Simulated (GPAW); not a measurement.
# GPAW run on CoSi2 (Fm-3m, 3 atoms in the cell): self-consistent single point

Level of theory: PBE, GPAW PAW datasets PBE (gpaw-data 1.0.1) (plane waves; GPAW).

The input file:

```python
from ase import Atoms
from ase.units import GPa
from gpaw import GPAW

atoms = Atoms(['Co', 'Si', 'Si'],
              cell=[[0.000000, 2.702642, 2.702642],
                    [2.702642, 0.000000, 2.702642],
                    [2.702642, 2.702642, 0.000000]],
              scaled_positions=[[0.000000, 0.000000, 0.000000],
                                [0.750000, 0.750000, 0.750000],
                                [0.250000, 0.250000, 0.250000]],
              pbc=True)

calc = GPAW(mode={'name': 'pw', 'ecut': 800},
            xc='PBE',
            kpts=(9, 9, 9),
            occupations={'name': 'fermi-dirac', 'width': 0.136},
            nbands=-11,
            convergence={'forces': 0.001},
            symmetry={'symmorphic': False, 'tolerance': 0.0005},
            maxiter=120,
            txt='-')

atoms.calc = calc

energy = atoms.get_potential_energy()
print('Energy (eV):', round(energy, 6))
forces = atoms.get_forces()
print('Forces (eV/Ang):')
print(forces.round(5))
stress = atoms.get_stress()
print('Stress (GPa, Voigt):', (stress / GPa).round(4))
```

Log, with long lists cut:

```
Input parameters:
  convergence: {forces: 0.001}
  kpts: [9 9 9]
  maxiter: 120
  mode: {ecut: 800,
         name: pw}
  nbands: -11
  occupations: {name: fermi-dirac,
                width: 0.136}
  symmetry: {symmorphic: False,
             tolerance: 0.0005}
  xc: PBE

species:
  Co:
    name: Cobalt
    Z: 27.0
    valence: 9
    core: 18
    charge: 0.0
    file: Co.PBE.gz

    # Using partial waves for Co as LCAO basis

  Si:
    name: Silicon
    Z: 14.0
    valence: 4
    core: 10
    charge: 0.0
    file: Si.PBE.gz

    # Using partial waves for Si as LCAO basis

Reference energy: -53675.398406  # eV

Spin-paired calculation

Convergence criteria:
 Maximum [total energy] change in last 3 cyles: 0.0005 eV / valence electron
 Maximum integral of absolute [dens]ity change: 0.0001 electrons / valence electron
 Maximum integral of absolute [eigenst]ate change: 4e-08 eV^2 / valence electron
 Maximum change in the atomic [forces] across last 2 cycles: 0.001 eV/Ang OR
Maximum error relative to the maximum force is below inf
 Maximum number of scf [iter]ations: 120

Symmetries present (total): 48
Symmetries with fractional translations: 0
729 k-points: 9 x 9 x 9 Monkhorst-Pack grid
35 k-points in the irreducible part of the Brillouin zone
       k-points in crystal coordinates                weights
   0:     0.00000000    0.00000000    0.00000000          1/729
   1:     0.11111111    0.11111111    0.00000000          6/729
   2:     0.11111111    0.11111111    0.11111111          8/729
   [... 7 lines left out ...]
          ...
  34:     0.44444444    0.44444444    0.44444444          8/729

Wave functions: Plane wave expansion
  Cutoff energy: 800.000 eV
  Number of coefficients (min, max): 2015, 2085
  Pulay-stress correction: 0.000000 eV/Ang^3 (de/decut=0.000000)

Occupation numbers: Fermi-Dirac:
  width: 0.1360  # eV

Eigensolver

Densities:
  Coarse grid: 25*25*25 grid
  Fine grid: 50*50*50 grid
  Total Charge: 0.000000

Density mixing:
  Method: separate
  Backend: pulay
  Linear mixing parameter: 0.05
  old densities: 5
  Damping of long wavelength oscillations: 50

Hamiltonian:
  XC and Coulomb potentials evaluated on a 50*50*50 grid
  External potential:
    NoExternalPotential

XC parameters: PBE with 2 nearest neighbor stencil

Number of atoms: 3
Number of atomic orbitals: 17
Number of bands in calculation: 19
Number of valence electrons: 17
Bands to converge: occupied

Density initialized from atomic densities
  17 bands from LCAO basis set
  2 bands from random numbers

Atomic positions and initial magnetic moments

Positions:
   0 Co     0.000000    0.000000    0.000000    ( 0.0000,  0.0000,  0.0000)
   1 Si     4.053963    4.053963    4.053963    ( 0.0000,  0.0000,  0.0000)
   2 Si     1.351321    1.351321    1.351321    ( 0.0000,  0.0000,  0.0000)

Unit cell:
           periodic     x           y           z      points  spacing
  1. axis:    yes    0.000000    2.702642    2.702642    25     0.1248
  2. axis:    yes    2.702642    0.000000    2.702642    25     0.1248
  3. axis:    yes    2.702642    2.702642    0.000000    25     0.1248

  Lengths:   3.822113   3.822113   3.822113
  Angles:   60.000000  60.000000  60.000000

Effective grid spacing dv^(1/3) = 0.1362

     iter     time        total  log10-change:
                         energy   eigst   dens  force
iter:   1 --:--:--   -21.427070
iter:   2 --:--:--   -20.943123   -0.74  -0.94
iter:   3 --:--:--   -20.649139   -1.28  -0.99
iter:   4 --:--:--   -20.463584   -2.54  -1.09
iter:   5 --:--:--   -20.468405   -2.14  -1.42
iter:   6 --:--:--   -20.474398   -2.23  -1.86
iter:   7 --:--:--   -20.443487   -2.86  -1.86
iter:   8 --:--:--   -20.443420   -4.32  -2.78
iter:   9 --:--:--   -20.443064c  -4.32  -2.82
iter:  10 --:--:--   -20.443336c  -4.63  -3.02
iter:  11 --:--:--   -20.443312c  -6.40  -2.89
iter:  12 --:--:--   -20.443119c  -5.22  -2.91
iter:  13 --:--:--   -20.443025c  -5.27  -3.32
iter:  14 --:--:--   -20.443034c  -6.31  -3.23
iter:  15 --:--:--   -20.443038c  -6.87  -3.32
iter:  16 --:--:--   -20.443023c  -5.92  -3.35
iter:  17 --:--:--   -20.443027c  -6.89  -3.97
iter:  18 --:--:--   -20.443020c  -7.28  -4.18c
iter:  19 --:--:--   -20.443020c  -8.65c -4.39c
iter:  20 --:--:--   -20.443020c  -9.44c -4.49c -16.48c

Converged after 20 iterations.

Dipole moment: (-0.000000, -0.000000, -0.000000) |e|*Ang

Energy contributions relative to reference atoms: (reference = -53675.398406)

Kinetic:        +15.935920
Potential:      -11.337565
External:        +0.000000
XC:             -24.937319
Entropy (-ST):   -0.071631
Local:           -0.068242
SIC:             +0.000000
--------------------------
Free energy:    -20.478836
Extrapolated:   -20.443020

Showing only first 2 kpts
 Kpt  Band  Eigenvalues  Occupancy
  0     6      9.79683    0.05959
  0     7     12.64437    0.00000
  0     8     12.64437    0.00000
  0     9     12.64437    0.00000

  1     6     10.12243    0.00559
  1     7     10.82639    0.00003
  1     8     10.82639    0.00003
  1     9     11.71283    0.00000

Fermi level: 9.32311

No gap
No difference between direct/indirect transitions
Energy (eV): -20.44302

Forces in eV/Ang:
  0 Co    0.00000    0.00000    0.00000
  1 Si   -0.00000   -0.00000   -0.00000
  2 Si   -0.00000   -0.00000   -0.00000

Stress tensor:
     0.018547    -0.000000    -0.000000
    -0.000000     0.018547    -0.000000
    -0.000000    -0.000000     0.018547
Stress (GPa, Voigt): [ 2.9716  2.9716  2.9716 -0.     -0.     -0.    ]
```

The run converged in 20 iterations. GPAW prints stress with tension positive.

The starting cell comes from a database of computed structures (which also holds hypothetical and non-ambient phases and stackings), without a prior relaxation at this level. Its lattice was rescaled by a random factor within 2.5 % of one. Spin polarisation is off.
